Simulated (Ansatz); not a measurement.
**One base run on SiGeN2O (P2_1, 10 atoms in the cell) and variants with one or two settings moved**

```
SiGeN2O
1.0
    5.29444     0.00000     0.00000
    0.00000     4.92377     0.00000
   -2.39921     0.00000     4.72465
Si Ge N O
2 2 4 2
Direct
  0.66517   0.31444   0.51811
  0.33483   0.81444   0.48189
  0.01949   0.31613   0.17566
  0.98051   0.81613   0.82434
  0.08694   0.67513   0.17361
  0.91306   0.17513   0.82639
  0.65278   0.65468   0.57470
  0.34722   0.15468   0.42530
  0.74887   0.24362   0.26796
  0.25113   0.74362   0.73204
```

Base run A: HSE06, default PAW files made with PBE (Ansatz, a program for electronic structure), self-consistent single point.

Its settings: basis.ecutwfc = 30.9 Ry; kpoints.mp_grid.grid = 3 3 3; hamiltonian.xc = hse06; hamiltonian.pseudopotentials = {kind: paw} (the program's default PAW files); scf.occupations.method = fermi_dirac; scf.occupations.width = 0.0007 Ry.

The starting cell comes from a database of computed structures (which also holds hypothetical and non-ambient phases and stackings), without a prior relaxation at this level. Its lattice was rescaled by a random factor within 2.5 % of one. In the base run, with a pressure of about 5 GPa the cell is away from its equilibrium volume at this level. Ansatz's pressure includes its estimate of the finite-basis (Pulay) stress.

ΔF is the free energy per atom less that of run A. A dash stands where there is no value to compare (another energy zero or no entropy term, no result, no spin, no clean gap, or a mesh too coarse for one). Total energies depend on the potentials, the functional and any Hubbard or dispersion term, so they are compared only between runs that share all of them.

Run A gave: pressure (GPa) 5.24; largest force (eV/Å) 0.213; gap on the mesh (eV) 5.729.

Runs:
- B: hamiltonian.xc: hse06 → pbesol [PBEsol]
- C: hamiltonian.xc: hse06 → pbe0 [PBE0]
- D: scf.convergence.dr2_threshold: default (1e-07 eV) → 0.001 eV
- E: scf.mixing.algorithm: default (the program chose MSR1) → broyden; scf.mixing.beta: default → 0.9
- F: scf.exx.singularity: default → wigner_seitz
- G: scf.mixing.preconditioner: default (the program chose none) → kerker_dos

**Question.** What does run B change against A?

**Answer.** The pressure goes from 5.24 to 7.25 GPa, the largest force goes from 0.213 to 0.377 eV/Å and the gap on the mesh goes from 5.729 to 4.077 eV.

**Question.** What does run C change against A?

**Answer.** The pressure goes from 5.24 to 5.12 GPa, the largest force hardly changes (0.213 to 0.207 eV/Å) and the gap on the mesh goes from 5.729 to 6.480 eV.

| run | ΔF (meV/atom) | pressure (GPa) | largest force (eV/Å) | gap on the mesh (eV) |
|---|---|---|---|---|
| A | 0.00 | 5.24 | 0.213 | 5.729 |
| B | – | 7.25 | 0.377 | 4.077 |
| C | – | 5.12 | 0.207 | 6.480 |
| D | 0.00 | 5.24 | 0.213 | 5.729 |
| E | 0.00 | 5.24 | 0.213 | 5.729 |
| F | – | 5.24 | 0.213 | 5.729 |
| G | 0.00 | 5.24 | 0.213 | 5.729 |

Keys are those of Ansatz 0.2.
